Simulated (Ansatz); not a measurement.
For CsCl-type HfOs, LDA in Ansatz (plane waves, PAW) gives:

```
Quantity                    Value
-------------------  ------------
lattice parameter a       3.200 Å
bulk modulus              253 GPa
cohesive energy      9.58 eV/atom
```

What does r²SCAN (Ansatz, a first-principles code, plane waves, PAW) give for the same quantities?


- lattice constant a: 3.245 Å (rises by 1.4 %)
- bulk modulus: 235 GPa (shrinks by 7.1 %)
- cohesive energy: 8.01 eV/atom (decreases by 1.57 eV/atom)

For comparison: lattice constant a 3.239 Å (measured, temperature not stated, copied from a table, unchecked, not corrected to a static lattice; as tabulated in Transactions of the Metallurgical Society of Aime 215, 283 (1959)).

Changes are worked out from the printed values.

Unless a cell is named, each level is at its own relaxed cell (LDA 16.38, r²SCAN 17.08 Å³/atom).

Levels without +SOC leave out spin–orbit coupling, which shifts energies and cells of such heavy elements.

Caveats: the bulk modulus is −V dP/dV from two relaxed cells at ±2 % in volume (LDA, r²SCAN). Ansatz's density-functional and Hartree–Fock values are scalar-relativistic unless marked +SOC, with PAW data made under PBE.
